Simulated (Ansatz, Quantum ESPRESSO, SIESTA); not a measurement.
## Code comparison for LaMg₆B (Amm2, 8 atoms in the cell)

Self-consistent single point, at a second geometry (lattice scaled by 0.98). First geometry:

```
LaMg6B
1.0
    4.77910     0.00000     0.00000
    0.00000     3.23670     5.87425
    0.00000    -3.23670     5.87425
La Mg B
1 6 1
Cartesian
  0.00000   0.00000   9.46130
  0.00000   1.55031   6.76020
  0.00000  -1.55031   6.76020
  0.00000   0.00000   3.95055
  2.38955   1.51801   5.05362
  2.38955  -1.51801   5.05362
  2.38955   0.00000   2.05035
  2.38955   0.00000   7.90427
```

Shared settings, as Ansatz (a first-principles code) writes them: kpoints.mp_grid.grid = 4 3 3; scf.occupations.method = fermi_dirac; scf.occupations.width = 0.0073 Ry. Potentials and cutoffs stand in the table.

```
code                                                                                                                                      model  ΔF from the first geometry (meV/atom)  pressure (GPa)  largest force (eV/Å)       cutoff
----------------  -----------------------------------------------------------------------------------------------------------------------------  -------------------------------------  --------------  --------------------  -----------
Quantum ESPRESSO                                                                           PBEsol, GBRV 1.5 ultrasoft (PBESOL) pseudopotentials                                    2.4            1.64                 0.262        40 Ry
Ansatz                                                                                                          PBEsol, PAW files made with PBE                                    2.1            1.59                 0.252      default
SIESTA            GGA PBEsol, numerical atomic orbitals DZP, PseudoDojo PBEsol standard norm-conserving potentials (rewritten from UPF to PSML)                                   15.8            3.53                 0.307  grid 350 Ry
```

Size of the force on each atom (eV/Å): Sizes of forces hide their directions.

```csv
code,La1,Mg2,Mg3,Mg4,Mg5,Mg6,Mg7,B8
Quantum ESPRESSO,0.047,0.058,0.058,0.031,0.137,0.137,0.137,0.262
Ansatz,0.057,0.054,0.054,0.029,0.137,0.137,0.136,0.252
SIESTA,0.161,0.223,0.223,0.266,0.307,0.307,0.150,0.297
```

The spread over the programs that give each value: ΔF from the first geometry within 13.7 meV/atom; pressure within 1.94 GPa; largest force within 0.055 eV/Å.

SIESTA uses small atom-centred bases, whose incompleteness enters pressures, forces and empty levels differently from a plane-wave cutoff. Ansatz's pressure is given at a fixed set of plane waves, as the other plane-wave codes print theirs. In the pressure, SIESTA (by 1.91) lies more than 1 GPa from the median of the plane-wave programs. In the force vectors, SIESTA (by 0.236) lies more than 0.08 eV/Å from the median of the plane-wave programs.

The shared mesh is coarse (it stands for a supercell whose shortest vector is 19 Å), so the values are not converged in it.

The starting cell comes from a database of computed structures (which also holds hypothetical and non-ambient phases and stackings), without a prior relaxation at this level. For this run, on top of that: lattice scaled by 0.98.

Left out of this page: CP2K (unsound by tests on forces, stress, charge or solver warnings).

Keys are those of Ansatz 0.2.
